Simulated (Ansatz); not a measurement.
Structures of equal composition on the (111) surface of fcc Al: a layer of Si in place of the second plane; a layer of Si in place of the third plane. The slabs share one bottom face, and each structure is named by its start. These are constructed structures in small cells; real faces may alloy, dewet or reconstruct in larger ones, and not all known structures of the face are among them. Slabs of about 12 Å, Fermi-Dirac smearing of 0.1 eV. Bottom of the slabs: a bare face, its two planes held. Relaxed from the named starts with such symmetry as they have, on meshes of like density; energies extrapolated to zero smearing; spin only where a row says so; no spin-orbit coupling, no U. Brackets mark spin-polarised runs, whose order is one that fits the cell.

Method: PBE (plane waves to 420 eV, PAW; Ansatz, a quantum-chemistry and plane-wave program).

Task: Order them by energy per 1x1 cell (lowest first) at the level PBE.

Result: a layer of Si in place of the second plane (0.000 eV), a layer of Si in place of the third plane (0.032 eV)
